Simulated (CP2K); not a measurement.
CP2K run on Rb3Zn (I4/mmm, 4 atoms in the cell): self-consistent single point.

Method: PBEsol, GPW, DZVP-MOLOPT-SR-GTH basis, GTH-PBE potentials (GTH_POTENTIALS) in CP2K.

```xyz
4
Lattice="7.7218 0.0000 0.0000 2.6154 7.2654 0.0000 -5.1686 -3.6327 4.4402" Properties=species:S:1:pos:R:3 pbc="T T T"
Rb     3.8609     0.0000     2.2201
Rb     1.3077     3.6327     2.2201
Rb     5.1686     3.6327     0.0000
Zn     0.0000     0.0000     0.0000
```

Reference input (self-consistent single point, DFT LDA (Pade form), GPW, DZVP-MOLOPT-SR-GTH basis, GTH-PADE potentials (GTH_POTENTIALS)): CUTOFF = 600 Ry; REL_CUTOFF = 50 Ry; SMEAR/METHOD = GAUSSIAN; SIGMA = 0.272 eV; KPOINTS/SCHEME = MONKHORST-PACK 5 5 5; XC_FUNCTIONAL = PADE; Rb/BASIS_SET = DZVP-MOLOPT-SR-GTH-q9; Rb/POTENTIAL = GTH-PADE-q9; Zn/BASIS_SET = DZVP-MOLOPT-SR-GTH-q12; Zn/POTENTIAL = GTH-PADE-q12; METHOD = GPW; EPS_DEFAULT = 1e-10. This run's input differs from it in these lines:

```diff
@@ -42,3 +42,6 @@
     &XC
-      &XC_FUNCTIONAL PADE
+      &XC_FUNCTIONAL
+        &PBE
+          PARAMETRIZATION PBESOL
+        &END PBE
       &END XC_FUNCTIONAL
@@ -76,3 +79,3 @@
       BASIS_SET DZVP-MOLOPT-SR-GTH-q9
-      POTENTIAL GTH-PADE-q9
+      POTENTIAL GTH-PBE-q9
     &END KIND
@@ -80,3 +83,3 @@
       BASIS_SET DZVP-MOLOPT-SR-GTH-q12
-      POTENTIAL GTH-PADE-q12
+      POTENTIAL GTH-PBE-q12
     &END KIND
```

The program printed (abridged):

```
 SCF WAVEFUNCTION OPTIMIZATION

  Step     Update method      Time    Convergence         Total energy    Change
     1 NoMix/Diag. 0.20E+00      -     0.56113998      -132.5964074016 -1.33E+02
     2 Broy./Diag. 0.20E+00      -     0.00676466      -132.8581657805 -2.62E-01
     3 Broy./Diag. 0.20E+00      -     0.01528182      -132.6296434380  2.29E-01
     4 Broy./Diag. 0.20E+00      -     0.01810467      -132.4610745966  1.69E-01
     5 Broy./Diag. 0.20E+00      -     0.00197397      -132.4512872553  9.79E-03
     6 Broy./Diag. 0.20E+00      -     0.00256008      -132.4712297565 -1.99E-02
     7 Broy./Diag. 0.20E+00      -     0.00007617      -132.4735888291 -2.36E-03
     8 Broy./Diag. 0.20E+00      -     0.00030851      -132.4747243923 -1.14E-03
     9 Broy./Diag. 0.20E+00      -     0.00000608      -132.4749878914 -2.63E-04
    10 Broy./Diag. 0.20E+00      -     0.00002224      -132.4747907472  1.97E-04
    11 Broy./Diag. 0.20E+00      -     0.00000096      -132.4747255766  6.52E-05
  *** SCF run converged in    11 steps ***

  Overlap energy of the core charge distribution:               0.00000000000000
  Self energy of the core charge distribution:               -219.54628272149489
  Core Hamiltonian energy:                                     56.15943563396250
  Hartree energy:                                              50.61237465726907
  Exchange-correlation energy:                                -19.69649002679498
  Smearing free energy correction:                             -0.00376312004101
  Fermi energy:                                                 0.07708810334702

  Total energy:                                              -132.47472557655516
  Total energy (extrapolated to sigma->0):                   -132.47284401653465

   [... lines left out ...]

 STRESS| Analytical stress tensor [bar]
 STRESS|                        x                   y                   z
 STRESS|      x       -2.73036772054E+03  -4.60983998505E+02   6.73037397646E-02
 STRESS|      y       -4.60983998505E+02  -2.39847661948E+03   4.66808504331E-02
 STRESS|      z        6.73037397646E-02   4.66808504331E-02  -2.07452829727E+03
 STRESS| 1/3 Trace                                            -2.40112421243E+03
```

The run converged in 11 iterations. Against the reference run the pressure goes from -0.65 to -0.24 GPa.

The starting cell comes from a database of computed structures (which also holds hypothetical and non-ambient phases and stackings), without a prior relaxation at this level. Values carry the incompleteness of an atom-centred basis. The potentials were made for another functional than the one used.

Cost on one core of a shared machine: roughly 90 s.
